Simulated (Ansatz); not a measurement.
The parent structure is GaS in the beta-GaS type structure (space group P6_3/mmc, No. 194; a = 3.591 Å, c = 15.450 Å; layered, stacked along the Cartesian z axis).

Computed with PBE-D3(BJ) (Ansatz, an electronic-structure program, PAW, without spin-orbit coupling), earlier PAW set.

Before the change:

| Property | Result |
|---|---|
| Valley order | M (1/2, 0, 0) 1.56 eV; Γ 1.65 eV; K (1/3, 1/3, 0) 1.75 eV |
| Density | 3.92 g/cm³ |

Now apply this change: a hydrostatic pressure of 7 GPa.

Problem. What happens to the valley order?

Solution. The valley order (the lowest conduction-band minima on the path, energy above the VBM, named in the base's zone) goes from M (1/2, 0, 0) 1.56 eV; Γ 1.65 eV; K (1/3, 1/3, 0) 1.75 eV to K (1/3, 1/3, 0) 0.97 eV; M (1/2, 0, 0) 1.10 eV; Γ 1.98 eV.

Problem. Predict the new density.

Solution. The density grows by 0.556 g/cm³ (3.92 g/cm³ → 4.47 g/cm³).

The levels and masses belong to the bands next to the band gap. Load acts through the strain it causes; cell and atoms are relaxed under it. Stability against distortions was not tested. No other phases were tried under pressure.
